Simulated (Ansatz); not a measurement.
Consider InAs in the zinc blende structure (space group F-43m, No. 216; a = 6.026 Å). Axes: x, y, z lie along the cube axes.

Method: LDA in Ansatz (plane waves to 420 eV, PAW, no spin-orbit coupling).

It is then changed as follows: every lattice vector is shortened by 2.50 %, atoms relaxed at fixed cell.

**Question.** Predict the stress tensor and what it implies for the stiffness.

**Answer.** Stress of the strained cell less that of the base (GPa, compression positive):
```
    5.5     0.0     0.0
    0.0     5.5     0.0
    0.0     0.0     5.5
```

Then B = −ΔP/(ΔV/V₀) with ΔV/V₀ = -0.0731 gives secant stiffness values (nonlinear terms included at this strain): B ≈ 75 GPa.

As a check, the harmonic strain energy −½ V₀ Δσ:ε is 35 meV/atom; the computed energy rise is 32 meV/atom.

The mesh was chosen for an insulator and is coarse for the gapless case. Stability against distortions was not tested. The final runs are not spin-polarised.

Ansatz is a quantum-chemistry and plane-wave program.
